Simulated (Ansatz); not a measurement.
**Ti3Al, response to strain**

Base system: Ti$_{3}$Al (space group P6_3/mmc, No. 194; a = 5.7474 Å, c = 4.6319 Å). Axes: x lies along a and z along c of the hexagonal cell.

Strains are applied to the cell and any free atomic positions relax; under biaxial strain the out-of-plane vector relaxes too; under stress the whole cell relaxes.

Method: r2SCAN, PAW, 500 eV (Ansatz, a program for electronic structure; scalar-relativistic without spin-orbit coupling), earlier PAW set.

Notes on the quantities. energy relative to the base: free energy F; pressure: mean of the normal stresses, compression positive.

| change | volume per atom | energy relative to the base | pressure |
|---|---|---|---|
| base | 16.56 Å³ | 0 meV/atom | 0.0 GPa |
| biaxial strain +0.48 %, plane normal [001], relaxed out of plane | 16.68 Å³ | +0.6 meV/atom | -0.8 GPa |
| biaxial strain +0.71 %, plane normal [001], relaxed out of plane | 16.73 Å³ | +1.3 meV/atom | -1.2 GPa |
| biaxial strain +2.13 %, plane normal [001], relaxed out of plane | (withheld) | (withheld) | (withheld) |
| biaxial strain +2.51 %, plane normal [001], relaxed out of plane | 17.16 Å³ | +15 meV/atom | -3.8 GPa |
| biaxial strain +3.09 %, plane normal [001], relaxed out of plane | 17.29 Å³ | +23 meV/atom | -4.5 GPa |
| isotropic strain −2.87 % | 15.18 Å³ | +50 meV/atom | 12.4 GPa |
| uniaxial strain ε_yy = −4.87 % | 15.76 Å³ | +27 meV/atom | 6.6 GPa |
| uniaxial stress, 8 GPa compression along z | 16.26 Å³ | +16 meV/atom | – |

Q: Complete the table.

A: 
- biaxial strain +2.13 %, plane normal [001], relaxed out of plane, volume per atom: 17.07 Å³
- biaxial strain +2.13 %, plane normal [001], relaxed out of plane, energy relative to the base: +11 meV/atom
- biaxial strain +2.13 %, plane normal [001], relaxed out of plane, pressure: -3.3 GPa

Beyond what the load breaks, stability against distortions was not tested. All final runs are without spin polarisation.
